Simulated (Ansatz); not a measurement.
The starting structures come from a database of crystals and need not be the phases stable at ambient conditions.

Input:

```xyz
6
Lattice="4.2218 0.0000 0.0000 0.0000 7.4048 0.0000 1.5721 0.0000 3.9309" Properties=species:S:1:pos:R:3 pbc="T T T"
Ag     5.1495     5.5536     3.5220
Ag     0.6444     1.8512     0.4089
Ag     2.8970     0.0000     1.9654
Ag     2.8970     3.7024     1.9654
S      1.5981     5.5536     1.1194
S      4.1958     1.8512     2.8115
```

Space group of this cell: P2_1/m. The cell is taken as given; by PBEsol its mean pressure is -3.1 GPa.

The current runs along the normal of the first two printed vectors. All runs by Ansatz (a first-principles code), plane waves and PAW, without spin-orbit coupling; the base is PBEsol.

| run | mean pressure (GPa) | gap (eV) | mid-gap κ (1/Å) |
|---|---|---|---|
| base | -3.1 | 1.10 | 0.124 |
| all lengths scaled by 0.98 | 1.3 | 1.04 | 0.113 |
| all lengths scaled by 1.02 | -6.2 | 1.15 | … |
| lda in place of pbesol | -6.1 | … | … |
| lengths across the current scaled by 0.98, ions clamped | -0.4 | 0.96 | 0.110 |
| lengths across the current scaled by 1.02, ions clamped | -5.3 | … | … |
| lengths along the current scaled by 0.97, ions clamped | -0.9 | 1.15 | 0.128 |
| lengths along the current scaled by 1.03, ions clamped | -4.9 | 0.99 | 0.120 |

Q: Some entries are withheld; supply them.

A: 
- all lengths scaled by 1.02, mid-gap κ (1/Å): 0.139
- lda in place of pbesol, gap (eV): 1.03
- lda in place of pbesol, mid-gap κ (1/Å): 0.116
- lengths across the current scaled by 1.02, ions clamped, gap (eV): 1.19
- lengths across the current scaled by 1.02, ions clamped, mid-gap κ (1/Å): 0.144
